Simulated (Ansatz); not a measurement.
An Ansatz (an electronic-structure program) run: WS2 with a change (pressure 0.7 GPa); PBEsol-D3(BJ) (Ansatz, PAW, no spin-orbit coupling).

Input:

Ansatz 0.2 input:
```yaml
crystal:
  lattice:
    - [3.1123518478, 0, 0]
    - [-1.5561759239, 2.6953757657, 0]
    - [0, 0, 11.7411411755]
  atoms:
    - { symbol: W, position: [0.3333333333, 0.6666666667, 0.25] }
    - { symbol: W, position: [0.6666666667, 0.3333333333, 0.75] }
    - { symbol: S, position: [0.3333333333, 0.6666666667, 0.6160697467] }
    - { symbol: S, position: [0.6666666667, 0.3333333333, 0.1160697467] }
    - { symbol: S, position: [0.6666666667, 0.3333333333, 0.3839302533] }
    - { symbol: S, position: [0.3333333333, 0.6666666667, 0.8839302533] }
basis: { ecutwfc: 420, ecutrho_ratio: 4, xc_grid: 2, fft_grid_basis: typed }
kpoints: { mp_grid: { grid: [12, 12, 3] } }
hamiltonian:
  xc: pbesol
  dispersion: d3bj
  pseudopotentials: { kind: paw }
scf: { occupations: { method: fermi_dirac, width: 0.05 } }
relax: { f_tol: 0.01, max_steps: 60, cell: { stress_tol: 0.02, p_target: 0.7 } }
output: { forces: true, stress: true }
checkpoint: { write: state.ck, write_every: 1000 }
```

Output (explanatory and most iteration lines left out):

```
Relaxation: its limit of steps is 60 (relax.max_steps)
Pseudopotential: W, paw, valence charge 14
Pseudopotential: S, paw, valence charge 6
Crystal: 6 atoms, lattice volume = 98.496 Å³
Basis set: ecut = 420 eV, 1899 PW (Γ), exchange–correlation on 48×48×160 points (8 copies of the dense FFT grid, shifted against one another)
Bands: 32, of which v1, the nominal top of the filled ones, is band 26 counted from 1 (25 counted from 0)
Symmetry: 24 space group operations
Space group: P63/mmc (ITA 194), of the structure as read, at distance tolerance 4.6e-5 Å
k-points: 38 of 432
Functional: x = pbesol(κ = 0.804, μ = 0.12345679012345678), c = pbesol(β = 0.046)
SCF iter   1: F=—  HF=-24060.561180 eV  |F-HF|=—  |Δ(HF+E_count)|=         —  Δρ=7.88e-3  dr2=6.93e-2  ethr=1.77e-3  ⟨swp⟩=6.3  Hψ=5717  notcnv=0
SCF iter   2: F=—  HF=-24060.553766 eV  |F-HF|=—  |Δ(HF+E_count)|=   7.41e-3  Δρ=3.42e-3  dr2=7.78e-3  ethr=1.33e-4  ⟨swp⟩=2.8  Hψ=2242  notcnv=0  defer=29
SCF 1 converged in 7 iterations: F = -24060.555554 eV  dr2 = 7.37e-9
relax step   1: F+E_penalty+E_count = -24060.55555440 eV  Δ(F+E_penalty+E_count) = +0.000e0 eV  max|allowed force component| = 5.220e-4 eV/Å  Δτ_max = 0.0000 Å  P = +0.297 GPa  Ω = 98.496 Å³  (7 SCF iters, dr2 threshold 1.00e-7 eV, accepted)
[... steps on the carried basis left out ...]
relax step   5: F+E_penalty+E_count = -24060.55393004 eV  Δ(F+E_penalty+E_count) = +8.955e-5 eV  max|allowed force component| = 6.131e-4 eV/Å  Δτ_max = 0.0000 Å  P = +0.697 GPa  Ω = 97.972 Å³  stress off target by 5.80e-3 GPa  SCF on the basis re-selected at this cell (its energy is not comparable with the rows above)  (6 SCF iters)
SCF converged after 6 iterations
Free energy (F): -24060.553930 eV
Internal energy: -24060.553910 eV  (E = F + TS)
E sigma→0 (E₀):  -24060.553920 eV
Entropy (-TS):   -0.000020 eV (-0.003 meV/atom)
Fermi energy:    13.509937 eV
  E_disp       = -2.523654  (pairwise vdW)
--- Forces (eV/Å), atoms counted from 1 ---
  atom   1  W      0.00000000     0.00000000    -0.00000000
  atom   2  W     -0.00000000    -0.00000000     0.00000000
  atom   3  S      0.00000000     0.00000000     0.00061313
  atom   4  S      0.00000000    -0.00000000     0.00061313
  atom   5  S     -0.00000000    -0.00000000    -0.00061313
  atom   6  S     -0.00000000     0.00000000    -0.00061313
--- Stress (GPa, compression-positive) ---
        0.698149      -0.000000      -0.000000
       -0.000000       0.698149       0.000000
       -0.000000       0.000000       0.694203
  P = ⅓ Tr σ = 0.6968 GPa (6.968 kbar)
--- Relaxed structure (4 steps of the walk, 3 accepted, 1 SCFs on fresh bases) ---
  cell:  # Å, volume = 97.9717 Å³
    - [3.109242561307416, -3.807306307752696e-33, -2.7689500420019607e-33]
    - [-1.554621280653708, 2.6926830446200167, 7.84979751455059e-34]
    - [-1.0445680610980379e-32, -2.6114201527450947e-33, 11.702022853702708]
  atoms:
    - { symbol: W, position: [0.3333333333333333, 0.6666666666666666, 0.25] }
    - { symbol: W, position: [0.6666666666666666, 0.3333333333333333, 0.7500000000000001] }
    - { symbol: S, position: [0.3333333333333333, 0.6666666666666666, 0.6155883934086782] }
    - { symbol: S, position: [0.6666666666666666, 0.3333333333333333, 0.11558839340867816] }
    - { symbol: S, position: [0.6666666666666666, 0.3333333333333333, 0.3844116065913219] }
    - { symbol: S, position: [0.3333333333333333, 0.6666666666666666, 0.8844116065913217] }
```

Spin-orbit coupling, missing from the scalar runs, can matter with W. Load acts through the strain it causes; cell and atoms are relaxed under it. No phonon test of stability was made. The cell was made from WS2 in the 2H-MoS2 type structure (space group P6_3/mmc, No. 194; layered, stacked along the Cartesian z axis) by this change: pressure 0.7 GPa.
